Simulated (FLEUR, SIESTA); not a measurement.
A FLEUR input for a self-consistent single point of Bi2TeSe2 (R3m, 5 atoms in the cell) (DFT, PBEsol, all-electron FLAPW (FLEUR), scalar-relativistic valence):

Input of the input generator:

```
Bi2TeSe2 FLAPW
&input film=f /
2.1218100797 1.2250279058 10.2464869659
-2.1218100797 1.2250279058 10.2464869659
0.0000000000 -2.4500549562 10.2464870682
1.8897261246
1.0 1.0 1.0

5
83 0.6065130000 0.6065130000 0.6065130000
83 0.3967930000 0.3967930000 0.3967930000
52 0.2149600000 0.2149600000 0.2149600000
34 0.0024300000 0.0024300000 0.0024300000
34 0.7793170000 0.7793170000 0.7793170000

&comp jspins=1 /
&exco xctyp='PBEs' /
&kpt div1=4 div2=4 div3=4 gamma=t /
&end /
```

```xml
<?xml version="1.0" encoding="UTF-8" standalone="no"?>
<fleurInput fleurInputVersion="0.39">
   <comment>
      Bi2TeSe2 FLAPW                                                                                      
   </comment>
   <calculationSetup>
      <cutoffs Kmax="4.0" Gmax="16.0" GmaxXC="16.0" numbands="0"/>
      <scfLoop itmax="60" minDistance="0.00001" maxIterBroyd="15" imix="Anderson" alpha="0.05" precondParam="0.0" spinf="2.0"/>
      <coreElectrons ctail="T" frcor="F" kcrel="0" coretail_lmax="0"/>
      <xcFunctional name="PBEs" relativisticCorrections="F"/>
      <magnetism jspins="1"/>
      <soc l_soc="F" theta="0.0" phi="0.0" spav="F"/>
      <expertModes spex="0" secvar="F"/>
      <geometryOptimization l_f="T" forcealpha="1.0" forcemix="BFGS" epsdisp="0.00001" epsforce="0.00001"/>
      <ldaU l_linMix="F" mixParam="0.05" spinf="1.0"/>
   </calculationSetup>
   <cell>
      <bzIntegration valenceElectrons="78.0" mode="hist" fermiSmearingEnergy="0.00183747">
         <kPointListSelection listName="default-1"/>
         <!-- k-points included here -->
         <xi:include xmlns:xi="http://www.w3.org/2001/XInclude" href="kpts.xml"> </xi:include>
      </bzIntegration>
      <!-- symmetry operations included here -->
      <xi:include xmlns:xi="http://www.w3.org/2001/XInclude" href="sym.xml"> </xi:include>
      <bulkLattice scale="1.0">
         <bravaisMatrix>
            <row-1>    4.0096399390486974     2.3149672369542875    19.3630541048346210</row-1>
            <row-2>   -4.0096399390486974     2.3149672369542875    19.3630541048346210</row-2>
            <row-3>    0.0000000000000000    -4.6299328574368479    19.3630542981536031</row-3>
         </bravaisMatrix>
      </bulkLattice>
   </cell>
   <atomSpecies>
      <species name="Bismuth (Bi)" element="Bi" atomicNumber="83">
         <mtSphere radius="2.54" gridPoints="877" logIncrement="0.015"/>
         <atomicCutoffs lmax="10" lnonsphr="8"/>
         <electronConfig flipSpins="F">
            <coreConfig>(1s1/2) (2s1/2) (2p1/2) (2p3/2) (3s1/2) (3p1/2) (3p3/2) (4s1/2) (3d3/2) (3d5/2) (4p1/2) (4p3/2) (5s1/2) (4d3/2) (4d5/2) (5p1/2) (5p3/2) (4f5/2) (4f7/2)</coreConfig>
            <valenceConfig>(6s1/2) (5d3/2) (5d5/2) (6p1/2) (6p3/2)</valenceConfig>
            <stateOccupation state="(6p1/2)" spinUp="0.5" spinDown="0.5"/>
            <stateOccupation state="(6p3/2)" spinUp="1.0" spinDown="1.0"/>
         </electronConfig>
         <energyParameters s="6" p="6" d="6" f="5"/>
         <lo type="SCLO" l="2" n="5" eDeriv="0"/>
      </species>
      <species name="Tellurium (Te)" element="Te" atomicNumber="52">
         <mtSphere radius="2.68" gridPoints="925" logIncrement="0.014"/>
         <atomicCutoffs lmax="10" lnonsphr="8"/>
         <electronConfig flipSpins="F">
            <coreConfig>(1s1/2) (2s1/2) (2p1/2) (2p3/2) (3s1/2) (3p1/2) (3p3/2) (4s1/2) (3d3/2) (3d5/2) (4p1/2) (4p3/2)</coreConfig>
            <valenceConfig>(5s1/2) (4d3/2) (4d5/2) (5p1/2) (5p3/2)</valenceConfig>
            <stateOccupation state="(5p1/2)" spinUp="0.6666666666667" spinDown="0.6666666666667"/>
            <stateOccupation state="(5p3/2)" spinUp="1.3333333333333" spinDown="1.3333333333333"/>
         </electronConfig>
         <energyParameters s="5" p="5" d="5" f="4"/>
         <lo type="SCLO" l="2" n="4" eDeriv="0"/>
      </species>
      <species name="Selenium (Se)" element="Se" atomicNumber="34">
         <mtSphere radius="2.54" gridPoints="877" logIncrement="0.014"/>
         <atomicCutoffs lmax="10" lnonsphr="8"/>
         <electronConfig flipSpins="F">
            <coreConfig>(1s1/2) (2s1/2) (2p1/2) (2p3/2) (3s1/2) (3p1/2) (3p3/2)</coreConfig>
            <valenceConfig>(4s1/2) (3d3/2) (3d5/2) (4p1/2) (4p3/2)</valenceConfig>
            <stateOccupation state="(4p1/2)" spinUp="0.6666666666667" spinDown="0.6666666666667"/>
            <stateOccupation state="(4p3/2)" spinUp="1.3333333333333" spinDown="1.3333333333333"/>
         </electronConfig>
         <energyParameters s="4" p="4" d="3" f="4"/>
         <lo type="HELO" l="2" n="4" eDeriv="0"/>
      </species>
   </atomSpecies>
   <atomGroups>
      <atomGroup species="Bismuth (Bi)">
         <relPos label="                   1">-.3934870000 -.3934870000 -.3934870000</relPos>
         <force calculate="T" relaxXYZ="TTT"/>
      </atomGroup>
      <atomGroup species="Bismuth (Bi)">
         <relPos label="                   2">.3967930000 .3967930000 .3967930000</relPos>
         <force calculate="T" relaxXYZ="TTT"/>
      </atomGroup>
      <atomGroup species="Tellurium (Te)">
         <relPos label="                   3">.2149600000 .2149600000 .2149600000</relPos>
         <force calculate="T" relaxXYZ="TTT"/>
      </atomGroup>
      <atomGroup species="Selenium (Se)">
         <relPos label="                   4">.0024300000 .0024300000 .0024300000</relPos>
         <force calculate="T" relaxXYZ="TTT"/>
      </atomGroup>
      <atomGroup species="Selenium (Se)">
         <relPos label="                   5">-.2206830000 -.2206830000 -.2206830000</relPos>
         <force calculate="T" relaxXYZ="TTT"/>
      </atomGroup>
   </atomGroups>
   <output dos="F" band="F" slice="F">
      <checks vchk="F" cdinf="F"/>
      <bandDOS minEnergy="-.5*Htr" maxEnergy="0.5*Htr" sigma="0.015" storeEVData="T"/>
      <vacuumDOS vacdos="F" integ="F" star="F" nstars="0" locx1="0.0" locy1="0.0" locx2="0.0" locy2="0.0" nstm="0" tworkf="0.0"/>
      <unfoldingBand unfoldBand="F" supercellX="1" supercellY="1" supercellZ="1"/>
      <plotting iplot="0" polar="F">
         <plot TwoD="T" vec1="  1.0  0.0  0.0" vec2="  0.0  1.0  0.0" vec3="  0.0  0.0  1.0" zero="  0.0  0.0  0.0" file="plot"/>
      </plotting>
      <chargeDensitySlicing numkpt="0" minEigenval="0.0" maxEigenval="0.0" nnne="0" pallst="F"/>
      <specialOutput eonly="F"/>
      <magneticCircularDichroism mcd="F" energyLo="-10.0" energyUp="0.0"/>
   </output>
  <!-- We include the file relax.xml here to enable relaxations (see documentation) -->
  <xi:include xmlns:xi="http://www.w3.org/2001/XInclude" href="relax.xml"> <xi:fallback/> </xi:include>
</fleurInput>
```

Write the same calculation as an input for SIESTA.

One input that does it (others would too):

```
# files in the folder: Bi.psml Te.psml Se.psml (PseudoDojo PBEsol standard)
SystemName  Bi2TeSe2
SystemLabel siesta

NumberOfAtoms                5
NumberOfSpecies              3
%block ChemicalSpeciesLabel
  1 83 Bi
  2 52 Te
  3 34 Se
%endblock ChemicalSpeciesLabel
LatticeConstant              10.535334 Ang
%block LatticeVectors
     0.201399405    0.116278041    0.972583024
    -0.201399405    0.116278041    0.972583024
     0.000000000   -0.232555987    0.972583024
%endblock LatticeVectors
AtomicCoordinatesFormat      ScaledCartesian
%block AtomicCoordinatesAndAtomicSpecies
     0.000000000    0.000000058    1.769652743  1
    -0.000000000    0.000000038    1.157742407  1
    -0.000000000    0.000000020    0.627199340  2
     0.000000000    0.000000000    0.007090130  3
    -0.000000000    0.000000074    2.273851453  3
%endblock AtomicCoordinatesAndAtomicSpecies

XC.functional                GGA
XC.authors                   PBEsol
PAO.BasisSize                DZP
PAO.EnergyShift              0.005 Ry
MeshCutoff                   300 Ry
%block kgrid.MonkhorstPack
    4   0   0  0.0
    0   4   0  0.0
    0   0   4  0.0
%endblock kgrid.MonkhorstPack
OccupationFunction           FD
ElectronicTemperature        0.05 eV

MaxSCFIterations             150
SCF.Mixer.Method             Pulay
SCF.Mixer.Weight             0.25
SCF.Mixer.History            6
SCF.DM.Tolerance             1.0E-04
Diag.ParallelOverK           true
WriteForces                  true
```

Basis settings and potentials, where a program has them, do not carry over. This input uses DFT, GGA PBEsol, numerical atomic orbitals DZP, PseudoDojo PBEsol standard norm-conserving potentials (rewritten from UPF to PSML).

The starting cell comes from a database of computed structures (which also holds hypothetical and non-ambient phases and stackings), without a prior relaxation at this level.
